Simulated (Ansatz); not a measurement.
## Hypothetical P6_3/mmc GeS2: pressure series

Consider GeS$_{2}$ in the 2H-MoS2 type structure (space group P6_3/mmc, No. 194; a = 3.4275 Å, c = 10.6216 Å; a hypothetical phase, not in the database extracts checked; layered, stacked along the Cartesian z axis).

Cell and atoms are relaxed at each pressure.

Calculations: PBE-D3(BJ)/PAW in Ansatz (a quantum-chemistry and plane-wave program), no spin-orbit coupling, earlier PAW set.

Notes on the quantities. enthalpy: H = E + PV relative to the base's energy.

| case | density | c/a ratio | enthalpy |
|---|---|---|---|
| base | 4.20 g/cm³ | 3.099 | – |
| pressure −2 GPa | 4.07 g/cm³ | 3.124 | -0.23 eV/atom |
| pressure −1 GPa | 4.14 g/cm³ | 3.108 | -0.11 eV/atom |
| pressure 3 GPa | 4.38 g/cm³ | 3.086 | +0.33 eV/atom |
| pressure 7 GPa | 4.57 g/cm³ | 3.083 | +0.75 eV/atom |
| pressure 15 GPa | 4.90 g/cm³ | 3.092 | +1.55 eV/atom |
| pressure 30 GPa | 5.41 g/cm³ | 3.134 | +2.93 eV/atom |
| pressure 50 GPa | 5.98 g/cm³ | 3.224 | +4.58 eV/atom |
| pressure 75 GPa | ? | ? | +6.46 eV/atom |
| pressure 100 GPa | 7.16 g/cm³ | 3.557 | +8.18 eV/atom |

Problem. Fill in the withheld entries from the trend.

Solution. 
- pressure 75 GPa, density: 6.60 g/cm³
- pressure 75 GPa, c/a ratio: 3.377

Load acts through the strain it causes; cell and atoms are relaxed under it. No phonon test of stability was made. Competing high-pressure phases were not computed. All final runs are without spin polarisation.
